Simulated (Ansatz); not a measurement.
We consider AlSi2N (model structure, started from the BC2N type, R3m, No. 160, 4 atoms in the cell), described by PBE (Ansatz, a first-principles code, plane waves, PAW).

Input:

Ansatz 0.2 input:
```yaml
crystal:
  lattice:
    - [1.4071689337, 0.812429593, 7.5859736629]
    - [-1.4071689337, 0.812429593, 7.5859736629]
    - [0.0, -1.6248584949, 7.5859737369]
  atoms:
    - { symbol: Al, position: [-0.0335071947, -0.0335071947, -0.0335071947] }
    - { symbol: N, position: [0.8735307366, 0.8735307366, 0.8735307366] }
    - { symbol: Si, position: [0.5064705494, 0.5064705494, 0.5064705494] }
    - { symbol: Si, position: [0.4034729087, 0.4034729087, 0.4034729087] }
basis:
  ecutwfc: 520
  ecutrho_ratio: 4
  xc_grid: 2
kpoints:
  mp_grid: { grid: [22, 22, 22] }
hamiltonian:
  xc: pbe
  dispersion: none
  pseudopotentials: { kind: paw }
scf:
  occupations: { method: fermi_dirac, width: 0.05 }
  convergence: { dr2_threshold: 0.0000000004 }
output:
  forces: true
  stress: true
  eigenvalues: true
```

Output (set-up and result lines):

```
Crystal: 4 atoms, lattice volume = 52.035 Å³
Basis set: ecut = 520 eV, 1403 PW (Γ), FFT grids on a1−a3, a2−a3, a3, exchange–correlation on 48×48×120 points (8 copies of the dense FFT grid, shifted against one another)
Bands: 12, of which v1, the nominal top of the filled ones, is band 8 counted from 1 (7 counted from 0)
Symmetry: 6 space group operations
Space group: R3m (ITA 160), of the structure as read, at distance tolerance 3.7e-5 Å
k-points: 1024 of 10648 (time reversal used)
Functional: x = pbe(κ = 0.804, μ = 0.2195149727645171), c = pbe(β = 0.06672455060314922)
SCF iter   1: F=—  HF=-2193.784025 eV  |F-HF|=—  |Δ(HF+E_count)|=         —  Δρ=6.69e-3  dr2=1.78e-1
SCF iter   2: F=—  HF=-2193.776448 eV  |F-HF|=—  |Δ(HF+E_count)|=   7.58e-3  Δρ=5.27e-3  dr2=1.19e-1
  ...
SCF iter   9: F=—  HF=-2193.758976 eV  |F-HF|=—  |Δ(HF+E_count)|=   2.10e-9  Δρ=9.45e-7  dr2=8.85e-10
SCF iter  10: F=-2193.758976 eV  HF=-2193.758976 eV  |F-HF|=6.82e-12  |Δ(HF+E_count)|=  1.93e-10  Δρ=2.98e-7  dr2=2.79e-11
SCF 1 converged in 10 iterations: F = -2193.758976 eV  dr2 = 2.79e-11
SCF converged after 10 iterations
Free energy (F): -2193.758976 eV
Internal energy: -2193.750578 eV  (E = F + TS)
E sigma→0 (E₀):  -2193.754777 eV
Fermi energy:    10.159850 eV
--- Forces (eV/Å), atoms counted from 1 ---
  atom   1  Al    -0.00000000     0.00000000     0.05839905
  atom   2  N      0.00000000     0.00000000     0.00315569
  atom   3  Si    -0.00000000    -0.00000000    -0.06549072
  atom   4  Si     0.00000000     0.00000000     0.00393681
--- Stress (GPa, compression-positive) ---
        2.854969      -0.000000      -0.000000
       -0.000000       2.854969       0.000000
       -0.000000       0.000000       2.947067
  P = ⅓ Tr σ = 2.8857 GPa (28.857 kbar)
```

Note: the relaxation could raise the start's symmetry but not lower it, so the cell can be a saddle point. Note: cell and atoms aren't relaxed at this level (largest force component 0.07 eV/Å, pressure 2.9 GPa).

Computing time: very roughly 60 core-seconds.

A model structure was made by putting elements into a prototype or built by hand; it is no filed structure, need not be a known phase, and can be a saddle point held by its symmetry.
